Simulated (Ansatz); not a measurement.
# Be2C: energy against volume

Be2C (antifluorite, Fm-3m, 6.675 Å³/atom and stress up to 0.01 GPa in the relaxed cell, cube axes along x, y and z) under an equal strain ε along all three axes. PBEsol in Ansatz, a plane-wave DFT program (PAW, default set), 420 eV, 13×13×13 Γ-centred mesh, Fermi-Dirac smearing 0.05 eV; ions are relaxed, or left where forces stay under 0.02 eV/Å, within the symmetry of each cell.

Here V stands for volume and E for E less E0.

| volume (Å³/atom) | E less E0 (meV/atom) | pressure (GPa) |
|---|---|---|
| 6.0920 | ? | ? |
| 6.2824 | 16.24 | 13.86 |
| 6.3790 | 9.02 | 10.10 |
| 6.4766 | 3.95 | 6.55 |
| 6.5753 | 0.97 | 3.18 |
| 6.6749 | 0.00 | 0.01 |
| 6.7755 | 0.94 | -2.99 |
| 6.8772 | 3.75 | -5.83 |
| 6.9798 | 8.36 | -8.50 |
| 7.0835 | 14.67 | -11.02 |

Question: Fit E against V with the third-order Birch-Murnaghan form, a cubic in V^(-2/3), and predict the withheld value at V = 6.0920.

Answer: With u = V^(-2/3) - 0.282, the rows have u = 0.011708, 0.008736, 0.005807, 0.002920, 0.000079, -0.002720, -0.005481, -0.008197, -0.010876. Least squares gives E = -0.007 - 18.96·u + 121288·u² - 97917·u³. Residuals (row less fit): 0.000, 0.001, -0.004, 0.001, 0.008, -0.004, -0.007, 0.008, -0.002; standard error 0.006 (degrees of freedom: 5). Its minimum lies at u = 0.000078, so V0 = (0.282078)^(-3/2) = 6.675. There d²E/du² = 242500 and d³E/du³ = -587500, so B0 = (4/9) × 6.675^(-7/3) × 242500 × 0.160218 = 206 GPa (the last factor turns the table's units into GPa), and B0' = 4 + (2/3) × 0.282078 × (-587500)/242500 = 3.5. B0' rests on the cubic coefficient alone and has a standard error of 0.1 from these residuals. At the withheld row, u = 0.017797, so E = -0.007 - 18.96 × 0.017797 + 121288 × 0.017797² - 97917 × 0.017797³ = 37.520 meV/atom. The calculation gives 37.47 meV/atom, 0.050 meV/atom below the prediction (0.1 % of the range of E in the table). The row lies outside the fitted rows, so this is an extrapolation. From the scatter of the fitted rows alone, a prediction at this place has a standard error of 0.031 meV/atom, so the miss is 1.6 times that.

Other structures, which can take over under pressure, weren't tried. The same form fitted to the pressure column gives B0' = 3.5; series where the two differ by over 0.4 aren't shown. Rows are the converged runs of the series near zero and its far end, less any whose ions stayed unrelaxed beside relaxed ones; series whose fitted rows scatter by over a few per cent of the range, as at a crossing or softening among them, aren't shown in this form.
